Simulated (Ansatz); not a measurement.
The parent structure is PtSe₂ in the 2H-MoS2 type structure (space group P6_3/mmc, No. 194; a = 3.5048 Å, c = 10.7391 Å; a hypothetical phase, not in the database extracts checked; layered, stacked along the Cartesian z axis).

The values are results of Ansatz (a first-principles code), PBEsol-D3(BJ), PAW, cutoff 420 eV, scalar-relativistic without spin-orbit coupling, not measurements.

One change was made to it. Results:

| quantity | base | after |
|---|---|---|
| c/a ratio | 3.064 | 3.066 |
| shortest interatomic distance | 2.536 Å | 2.693 Å |

**Question.** What was done to the base?
A) Pt → Si
B) Se → Te
C) Se → Br

**Answer.** B, Se → Te. For comparison, the c/a ratio in the other runs: Se → Br gives 3.241; Pt → Si gives 3.207.

Stability against distortions was not tested. As relaxed here, PtTe2, PtBr2 and SiSe2 are hypothetical phases, not in the database extracts checked. No Hubbard U is applied, and correlation can decide whether such a compound is a metal. The final runs are not spin-polarised. PtSe2 and PtBr2 have a high density of states at the Fermi level and may be magnetic at this level.
